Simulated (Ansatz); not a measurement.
For PbS (Fm-3m, No. 225, 8 atoms in the cell; start mp-1078500), LDA (Ansatz, a quantum-chemistry and plane-wave program, PAW) gives:

| Property | Value |
|---|---|
| bulk modulus | 63.4 GPa |
| cohesive energy | 4.37 eV/atom |
| band gap | 0.06 eV |

Q: What does r²SCAN (Ansatz, plane waves, PAW) give for the same quantities?

A: 
- bulk modulus: 58.0 GPa (drops by 8.5 %)
- cohesive energy: 3.55 eV/atom (falls by 0.82 eV/atom)
- band gap: 0.69 eV (rises by 0.63 eV)

Changes are worked out from the printed values.

Unless a cell is named, each level is at its own relaxed cell (LDA 24.97, r²SCAN 26.66 Å³/atom).

Levels without +SOC leave out spin–orbit coupling, which shifts energies and cells of such heavy elements.

Levels without +SOC have no spin–orbit coupling; where heavier elements are present it shifts gaps, mostly down, and can invert bands. Density-functional gaps are differences of (generalised) Kohn–Sham levels.

Caveats: the bulk modulus is −V dP/dV from two relaxed cells at ±2 % in volume (LDA, r²SCAN); the relaxation could not lower the start's symmetry, so the cell can be a saddle point above a distorted one (LDA, r²SCAN). Ansatz's density-functional and Hartree–Fock values are scalar-relativistic unless marked +SOC, with PAW data made under PBE.

A start named mp-… is a Materials Project structure, which need not be a measured phase.
